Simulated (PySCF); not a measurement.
PySCF 2.14.0, WB97X/def2-svp, df: CN(C)C=[OH+], charge +1, multiplicity 1, 13 atoms. The geometry is a generated start, not checked to be a minimum at this level.

| Quantity | Result |
|---|---|
| task | energy |
| method | wb97x |
| basis | def2-svp |
| two-electron scheme | density fitting |
| mol.max_memory | 3000 MB |
| mf.max_cycle | 100 |
| mf.init_guess | minao (default) |
| mf.DIIS | CDIIS (default) |
| mf.diis_space | 8 (default) |
| mf.conv_tol | 1e-09 (default) |
| mf.grids.level | 3 (default) |
| basis functions | 110 |
| grid points | 148808 |

```xyz
13

C     -0.4629    -1.2261     0.4740
N     -0.0597     0.0807     0.0115
C     -1.0105     1.1419     0.2273
C      1.0753     0.2823    -0.5597
O      1.9192    -0.6901    -0.7469
H     -0.6758    -1.1885     1.5424
H      0.3212    -1.9565     0.2892
H     -1.3713    -1.5343    -0.0438
H     -0.6383     2.0934    -0.1447
H     -1.2226     1.2355     1.2931
H     -1.9467     0.9052    -0.2813
H      1.3224     1.2920    -0.8821
H      2.7497    -0.4355    -1.1790
```

Charge 1 and multiplicity 1 are set for this test and not shown to be the ground state.

One run each on 2 threads, 1 BLAS thread. Values of level_shift (Hartree) tried: 0 (default), 0.1, 0.3, 1.

Question: Which value of level_shift (Hartree) needs the fewest Fock builds, and what happens away from it?

Answer: Fewest Fock builds, within one of each other: 0 (default) with 13, 0.1 with 13. The count rises to 25 at 1. All converge to one solution.

```json
[
 {"level_shift (Hartree)": "0 (default)", "Fock builds": "13", "end": "same solution"},
 {"level_shift (Hartree)": "0.1", "Fock builds": "13", "end": "same solution"},
 {"level_shift (Hartree)": "0.3", "Fock builds": "15", "end": "same solution"},
 {"level_shift (Hartree)": "1", "Fock builds": "25", "end": "same solution"}
]
```
